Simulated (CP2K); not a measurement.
A self-consistent single point of CsBS2 (Immm, 8 atoms in the cell) with CP2K.

Method of the run: LDA (Pade form), GPW, DZVP-MOLOPT-SR-GTH basis, GTH-PADE potentials (GTH_POTENTIALS) in CP2K 2026.2.

```
CELL_PARAMETERS angstrom
      9.82352     0.00000     0.00000
      6.74894     7.13817     0.00000
     -7.83074    -4.62657     3.71158
ATOMIC_POSITIONS crystal
  Cs 0.35893 0.85893 0.50000
  Cs 0.64107 0.14107 0.50000
  B  0.93248 0.43248 0.50000
  B  0.06752 0.56752 0.50000
  S  0.83534 0.33534 0.50000
  S  0.16466 0.66466 0.50000
  S  0.77009 0.50000 0.27009
  S  0.22991 0.50000 0.72991
```

Reference input (self-consistent single point, DFT PBEsol, GPW, DZVP-MOLOPT-SR-GTH basis, GTH-PBE potentials (GTH_POTENTIALS)): CUTOFF = 500 Ry; REL_CUTOFF = 40 Ry; SMEAR/METHOD = FERMI_DIRAC; ELECTRONIC_TEMPERATURE = 232.09 K; KPOINTS/SCHEME = MONKHORST-PACK 4 4 4; GAMMA_CENTERED = T; XC_FUNCTIONAL = PBE:PBESOL; Cs/BASIS_SET = DZVP-MOLOPT-SR-GTH-q9; Cs/POTENTIAL = GTH-PBE-q9; B/BASIS_SET = DZVP-MOLOPT-SR-GTH-q3; B/POTENTIAL = GTH-PBE-q3; S/BASIS_SET = DZVP-MOLOPT-SR-GTH-q6. This run's input differs from it in these lines:

```diff
@@ -44,6 +44,3 @@
     &XC
-      &XC_FUNCTIONAL
-        &PBE
-          PARAMETRIZATION PBESOL
-        &END PBE
+      &XC_FUNCTIONAL PADE
       &END XC_FUNCTIONAL
@@ -84,3 +81,3 @@
       BASIS_SET DZVP-MOLOPT-SR-GTH-q9
-      POTENTIAL GTH-PBE-q9
+      POTENTIAL GTH-PADE-q9
     &END KIND
@@ -88,3 +85,3 @@
       BASIS_SET DZVP-MOLOPT-SR-GTH-q3
-      POTENTIAL GTH-PBE-q3
+      POTENTIAL GTH-PADE-q3
     &END KIND
@@ -92,3 +89,3 @@
       BASIS_SET DZVP-MOLOPT-SR-GTH-q6
-      POTENTIAL GTH-PBE-q6
+      POTENTIAL GTH-PADE-q6
     &END KIND
```

Output, abridged:

```
 SCF WAVEFUNCTION OPTIMIZATION

  Step     Update method      Time    Convergence         Total energy    Change
     1 NoMix/Diag. 0.30E+00      -     2.04505910       -87.3538223894 -8.74E+01
     2 Broy./Diag. 0.30E+00      -     0.02255699       -86.3061409305  1.05E+00
     3 Broy./Diag. 0.30E+00      -     0.08383288       -86.6278862029 -3.22E-01
     4 Broy./Diag. 0.30E+00      -     0.01113371       -87.1318596258 -5.04E-01
     5 Broy./Diag. 0.30E+00      -     0.02099537       -87.2413384025 -1.09E-01
     6 Broy./Diag. 0.30E+00      -     0.01436381       -87.3227555743 -8.14E-02
   [... 19 lines left out ...]
    26 Broy./Diag. 0.30E+00      -     0.00000044       -87.2580635983  1.38E-06
    27 Broy./Diag. 0.30E+00      -     0.00000020       -87.2580627677  8.31E-07
    28 Broy./Diag. 0.30E+00      -     0.00000013       -87.2580620964  6.71E-07
    29 Broy./Diag. 0.30E+00      -     0.00000005       -87.2580619238  1.73E-07
  *** SCF run converged in    29 steps ***

  Overlap energy of the core charge distribution:               0.00000052330026
  Self energy of the core charge distribution:               -193.04833507697697
  Core Hamiltonian energy:                                     41.47687312919341
  Hartree energy:                                              81.57570416947452
  Exchange-correlation energy:                                -17.26230466877657
  Electronic entropic energy:                                  -0.00000000000000
  Fermi energy:                                                 0.10523250024067

  Total energy:                                               -87.25806192378533
  Total energy (extrapolated to T->0):                        -87.25806192378533

   [... lines left out ...]

 STRESS| Analytical stress tensor [bar]
 STRESS|                        x                   y                   z
 STRESS|      x       -3.65859201451E+04  -4.44063327974E+03  -4.44812873687E+03
 STRESS|      y       -4.44063327974E+03  -2.81886158544E+04   1.03250843051E+04
 STRESS|      z       -4.44812873687E+03   1.03250843051E+04  -1.93007610588E+04
 STRESS| 1/3 Trace                                            -2.80250990194E+04
```

The run converged in 29 iterations. Against the reference run the pressure goes from -1.28 to -2.80 GPa, the largest force goes from 0.275 to 0.586 eV/Å and the gap on the mesh goes from 2.677 to 2.629 eV.

The starting cell comes from a database of computed structures (which also holds hypothetical and non-ambient phases and stackings), without a prior relaxation at this level. Its lattice was rescaled by a random factor within 2.5 % of one. Values carry the incompleteness of an atom-centred basis.

Cost on one core of a shared machine: roughly 2 min.
